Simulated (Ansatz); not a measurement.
# PbS (model structure, started from the WC type, P-6m2, No. 187, 2 atoms in the cell)

These are r²SCAN (Ansatz, a quantum-chemistry and plane-wave program, PAW) values and carry that method's errors.

Settings: plane-wave cutoff 500 eV, 12×12×10 k mesh (along the axes of the cell as run), Fermi–Dirac smearing 0.05 eV, scalar-relativistic PAW data made under PBE.

Cell (relaxed at this level):

```xyz
2
Lattice="4.0506 0.0000 0.0000 -2.0253 3.5079 0.0000 0.0000 0.0000 3.7807" Properties=species:S:1:pos:R:3 pbc="T T T"
Pb     0.0000     0.0000     0.0000
S      2.0253     1.1693     1.8903
```

| Item | Value |
|---|---|
| band gap | none |

Note: the relaxation could raise the start's symmetry but not lower it, so the cell can be a saddle point.

Spin–orbit coupling is not included; it can shift volumes and moduli of such heavy elements.

Static lattice: no zero-point or thermal effects.

It cost around 2.3 core-minutes (rough) of CPU time.

A model structure was made by putting elements into a prototype or built by hand; it is no filed structure, need not be a known phase, and can be a saddle point held by its symmetry.
